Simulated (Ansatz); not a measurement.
# Effect of biaxial strain −3.00 %, plane normal [001], relaxed out of plane on BN

Start from BN in the zinc blende structure (space group F-43m, No. 216; a = 3.581 Å). Axes: x, y, z lie along the cube axes.

Now apply this change: biaxial strain −3.00 %, plane normal [001], relaxed out of plane (Cartesian); in-plane vectors clamped, the third vector and the atoms free.

Method: Ansatz (a quantum-chemistry and plane-wave program) LDA, without spin-orbit coupling. k-mesh 16×16×16 (Γ-centred); smearing 0.05 eV (Fermi–Dirac).

```csv
quantity,base,changed,shift
volume per atom,5.74 Å³,5.47 Å³,-0.265 Å³
space group,F-43m (No. 216),I-4m2 (No. 119),–
energy relative to the base (free energy F),0 meV/atom,+32 meV/atom,+32 meV/atom
"pressure (mean of the normal stresses, compression positive)",-0.01 GPa,20.67 GPa,+20.68 GPa
band gap,4.39 eV,4.02 eV,-0.375 eV
gap character,–,"indirect, Γ → X",–
electron mass,"0.90 mₑ along k, 0.30 mₑ across (at X)","0.84 mₑ along k, 0.30 mₑ across (at X)",–
"valence-band top at Γ (three highest levels, from the VBM)","0.00, 0.00, 0.00 eV","0.00, 0.00, -0.50 eV",–
"valley order (the lowest conduction-band minima on the path, energy above the VBM, named in the base's zone)",X along ⟨100⟩ 4.39 eV,X along [010] 4.02 eV; X along [001] 4.86 eV,–
out-of-plane strain,–,+1.37 %,–
ratio −ε⊥/ε∥,–,0.46,–
mean in-plane stress (compression positive),–,+31.0 GPa,–
```

Cost of the whole job for the changed cell (relaxation, final SCF and bands): very roughly 17 core-seconds.

Effective masses come from finite differences of ±0.01 Å⁻¹. Along k means along the line from Γ to the band edge. Whether these cells are dynamically stable was not tested. k-point labels follow each cell's own Brillouin zone.
